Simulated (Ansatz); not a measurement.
```xyz
2
Lattice="0.0000 2.7536 2.7536 2.7536 0.0000 2.7536 2.7536 2.7536 0.0000" Properties=species:S:1:pos:R:3 pbc="T T T"
Al     0.0000     0.0000     0.0000
P      4.1305     4.1305     4.1305
```

Method: PBE with spin-orbit coupling, rigid bands (plane waves, PAW; Ansatz, an electronic-structure program). Condition of this run: functional PBE, cell relaxed with it. Cell: cell and atoms relaxed with PBE.

Task: Predict the hole conductivity mass (n e² τ/σ) at 300 K, by direction if it differs.

Result: 0.71 mₑ.

Task: Predict the electron conductivity mass (n e² τ/σ) at 300 K, by direction if it differs.

Result: 0.35 mₑ.

Task: And the band gap?

Result: 1.61 eV at this level; semilocal functionals usually fall short of the measured gap.

Rigid bands, one relaxation time for all states, no polarons.
